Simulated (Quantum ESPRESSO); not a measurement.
A relaxation of the atoms of SrHI (P4mm, 6 atoms in the cell) with Quantum ESPRESSO.

Computed with LDA (PZ), GBRV 1.5 ultrasoft (LDA) pseudopotentials (plane waves; Quantum ESPRESSO).

Input as run:

```fortran
&control
  calculation = 'relax'
  prefix = 'pwscf'
  outdir = './tmp/'
  pseudo_dir = './'
  forc_conv_thr = 3.9e-05
/
&system
  ibrav = 0
  nat = 6
  ntyp = 3
  ecutwfc = 40
  ecutrho = 200
  occupations = 'fixed'
  nbnd = 20
/
&electrons
  conv_thr = 1.0d-8
  mixing_beta = 0.5
/
&ions
/
ATOMIC_SPECIES
Sr    87.6200  sr_lda_v1.uspp.F.UPF
H      1.0080  h_lda_v1.4.uspp.F.UPF
I    126.9045  i_lda_v1.uspp.F.UPF
CELL_PARAMETERS angstrom
   4.3024390000     0.0000000000     0.0000000000
   0.0000000000     4.3024390000     0.0000000000
   0.0000000000     0.0000000000     9.1251030000
ATOMIC_POSITIONS crystal
Sr    0.0000000000    0.5000000000    0.1611180000
Sr    0.5000000000    0.0000000000    0.8553200000
H     0.5000000000    0.5000000000    0.0000000000
H     0.0000000000    0.0000000000    0.0000000000
I     0.0000000000    0.5000000000    0.6847700000
I     0.5000000000    0.0000000000    0.3152300000
K_POINTS automatic
3 3 2  0 0 0
```

The program printed (abridged):

```
     Self-consistent Calculation

     iteration #  1     ecut=    40.00 Ry     beta= 0.50

     Threshold (ethr) on eigenvalues was too large:
     Diagonalizing with lowered threshold

     negative rho (up, down):  1.246E-01 0.000E+00

     total energy              =    -272.56630894 Ry
     estimated scf accuracy    <       0.35124123 Ry

     iteration #  2     ecut=    40.00 Ry     beta= 0.50

     negative rho (up, down):  1.261E-01 0.000E+00

     total energy              =    -272.61639964 Ry
     estimated scf accuracy    <       0.03827390 Ry

     iteration #  3     ecut=    40.00 Ry     beta= 0.50

     negative rho (up, down):  1.271E-01 0.000E+00

     total energy              =    -272.62580248 Ry
     estimated scf accuracy    <       0.00854942 Ry

   [... 4 blocks of this kind left out ...]

     iteration #  8     ecut=    40.00 Ry     beta= 0.50

     negative rho (up, down):  1.277E-01 0.000E+00

     total energy              =    -272.62742498 Ry
     estimated scf accuracy    <       0.00000003 Ry

     iteration #  9     ecut=    40.00 Ry     beta= 0.50

     negative rho (up, down):  1.277E-01 0.000E+00
     End of self-consistent calculation

     highest occupied, lowest unoccupied level (ev):     3.6935    6.9198

!    total energy              =    -272.62742498 Ry
     estimated scf accuracy    <          6.9E-09 Ry

     convergence has been achieved in   9 iterations

     negative rho (up, down):  1.277E-01 0.000E+00

     Forces acting on atoms (cartesian axes, Ry/au):

   [... lines left out ...]
     Total force =     0.023195     Total SCF correction =     0.000145
     highest occupied, lowest unoccupied level (ev):     3.7584    7.0565
!    total energy              =    -272.63364688 Ry
     Total force =     0.000468     Total SCF correction =     0.000016
   [... lines left out ...]
     Energy error            =      8.5E-07 Ry
     Gradient error          =      3.1E-04 Ry/Bohr

     bfgs failed after  28 scf cycles and  22 bfgs steps, convergence not achieved
     (criteria: energy <  1.0E-04 Ry, force <  3.9E-05 Ry/Bohr)

     End of BFGS Geometry Optimization

     Final energy             =    -272.6336468776 Ry

     File ./tmp/pwscf.bfgs deleted, as requested
Begin final coordinates

ATOMIC_POSITIONS (crystal)
Sr               0.0000000000        0.5000000000        0.1382991881
Sr               0.5000000000        0.0000000000        0.8670250702
H                0.5000000000        0.5000000000        0.0025322192
H                0.0000000000        0.0000000000        0.0025322192
I                0.0000000000        0.5000000000        0.7087995949
I                0.5000000000        0.0000000000        0.2972497084
End final coordinates

   JOB DONE.
```

The relaxation ended unconverged.  The full log also holds: “WARNING: bfgs curvature condition failed, Theta= 0.864”. The full log also holds: “WARNING: bfgs curvature condition failed, Theta= 0.873”.

The starting cell comes from a database of computed structures (which also holds hypothetical and non-ambient phases and stackings), without a prior relaxation at this level. Its lattice was rescaled by up to half a per cent. For this run, on top of that: one atom moved by 0.15 angstrom. Spin-orbit coupling is off.

Cost on one core of a shared machine: roughly 6 min.
